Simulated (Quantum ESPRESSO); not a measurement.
**One base run on LaB3O6 (C2/c, 20 atoms in the cell) and variants with one or two settings moved**

```xyz
20
Lattice="4.9704 -4.0903 0.0000 4.9704 4.0903 0.0000 -3.9039 0.0000 5.1844" Properties=species:S:1:pos:R:3 pbc="T T T"
La     2.0425    -2.4538     3.8883
La     3.9944     2.4538     1.2961
B      2.0425     2.2719     3.8883
B      3.9944    -2.2719     1.2961
B      1.0817     0.5654     2.1697
B      4.9552    -0.5654     3.0148
B      6.9071     0.5654     0.4225
B     -0.8702    -0.5654     4.7619
O      1.9565     1.5278     2.6451
O      4.0804    -1.5278     2.5393
O      2.1284     1.5278     5.1316
O      3.9085    -1.5278     0.0529
O      0.8547     3.1511     4.0673
O      5.1823    -3.1511     1.1171
O      3.2303     3.1511     3.7093
O      2.8066    -3.1511     1.4751
O      1.0005    -0.6921     2.6014
O      5.0364     0.6921     2.5830
O      3.0844    -0.6921     5.1753
O      2.9525     0.6921     0.0092
```

Base run A: LDA (PZ), GBRV 1.5 ultrasoft (LDA) pseudopotentials (Quantum ESPRESSO 7.5), self-consistent single point.

Its settings: ecutwfc = 40 Ry; ecutrho = 200 Ry; occupations = smearing; smearing = gauss; degauss = 0.000734986 Ry; potentials = {La: la_lda_v1.uspp.F.UPF, B: b_lda_v1.4.uspp.F.UPF, O: o_lda_v1.2.uspp.F.UPF}; K_POINTS = automatic 5 5 5 0 0 0; conv_thr = 1e-11 Ry.

The starting cell comes from a database of computed structures (which also holds hypothetical and non-ambient phases and stackings), without a prior relaxation at this level. In the base run, with a pressure of about -5 GPa the cell is away from its equilibrium volume at this level.

ΔF is the free energy per atom less that of run A. A dash stands where there is no value to compare (another energy zero or no entropy term, no result, no spin, no clean gap, or a mesh too coarse for one). Absolute energies have different zeros for different potentials, functionals, Hubbard and dispersion terms and are not compared across them.

Run A gave: pressure (GPa) -4.74; largest force (eV/Å) 0.133; gap on the mesh (eV) 4.897; k-points 39.

Runs:
- B: nosym: default → true
- C: K_POINTS: automatic 5 5 5 0 0 0 → automatic 3 3 4 0 0 0
- D: nbnd: default → 64
- E: lattice scaled by 1.03; ecutwfc: 40 Ry → 24 Ry; ecutrho: 200 Ry → 120 Ry
- F: ecutrho: 200 Ry → 120 Ry
- G: conv_thr: 1e-11 Ry → 0.0001 Ry
- H: startingwfc: default → random
- I: diago_david_ndim: default → 4
- J: pseudopotentials: {La: la_lda_v1.uspp.F.UPF, B: b_lda_v1.4.uspp.F.UPF, O: o_lda_v1.2.uspp.F.UPF} → {La: la_pbe_v1.uspp.F.UPF, B: b_pbe_v1.4.uspp.F.UPF, O: o_pbe_v1.2.uspp.F.UPF}; input_dft: default → vdw-df [vdW-DF]

Question: What does run C change against A?

Answer: The free energy stays essentially unchanged (within 1 meV/atom), the pressure stays at -4.74 GPa, the largest force stays at 0.133 eV/Å and the gap on the mesh goes from 4.897 to 4.878 eV.

Question: What does run J change against A?

Answer: The pressure goes from -4.74 to 7.53 GPa, the largest force goes from 0.133 to 0.299 eV/Å and the gap on the mesh goes from 4.897 to 5.041 eV.

Question: What does run G change against A?

Answer: The free energy stays essentially unchanged (within 1 meV/atom), the pressure goes from -4.74 to -5.10 GPa, the largest force goes from 0.133 to 0.124 eV/Å and the gap on the mesh goes from 4.897 to 4.885 eV.

```
run  ΔF (meV/atom)  pressure (GPa)  largest force (eV/Å)  gap on the mesh (eV)  k-points
---  -------------  --------------  --------------------  --------------------  --------
A             0.00           -4.74                 0.133                 4.897        39
B             0.00           -4.74                 0.133                 4.897        63
C             0.00           -4.74                 0.133                 4.878        14
D             0.00           -4.74                 0.133                 4.897        39
E            661.3          -58.66                 1.118                 4.392        39
F            -0.33           -4.73                 0.132                 4.897        39
G             0.01           -5.10                 0.124                 4.885        39
H             0.00           -4.74                 0.133                 4.897        39
I             0.00           -4.74                 0.133                 4.897        39
J                –            7.53                 0.299                 5.041        39
```
